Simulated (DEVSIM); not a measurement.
System: Au/SiON/p-Ge capacitor, at 300 K.

```tsv
layer (left to right)	material	thickness (nm)	Na (cm⁻³)
1	SiON	4.60	-
2	Ge	8700	4.7e15
```

Metal gate on the left, work function 5.1 eV. Fixed charge at the semiconductor interface 3.4e11 cm⁻² (in units of +e); no interface traps.

This is a model device: material constants are rounded textbook-type values typed into the input, and sizes, dopings and lifetimes were drawn at random. Values at 300 K.

```tsv
parameter	SiON	Ge
gap (eV)	7	0.664
affinity (eV)	1.4	4
permittivity	5.5	16
Nc (cm⁻³)	-	1.04e19
Nv (cm⁻³)	-	6e18
```

Model (solved in DEVSIM): 1D Poisson equation in equilibrium, Boltzmann statistics, complete ionisation; no quantum confinement or tunnelling. Metal contacts follow the ideal Schottky-Mott rule: no Fermi-level pinning, no interface dipoles.

The interface trap density was swept, all else fixed.

| interface trap density (cm^-2 eV^-1) | threshold voltage (band bending 2φF) (V) | minimum of the low-frequency capacitance (μF/cm²) | flat-band voltage (V) |
|---|---|---|---|
| 0 | 0.87 | 0.0542 | 0.57 |
| 1e10 | 0.87 | 0.0556 | 0.57 |
| 1e11 | 0.87 | 0.0684 | 0.57 |
| 3e11 | 0.88 | 0.0957 | 0.56 |
| 1e12 | 0.89 | 0.181 | 0.55 |
| 2e12 | 0.91 | 0.279 | 0.53 |

From the first row to the last the threshold voltage (band bending 2φF) goes from 0.87 to 0.91. From the first row to the last the minimum of the low-frequency capacitance goes from 0.0542 to 0.279.
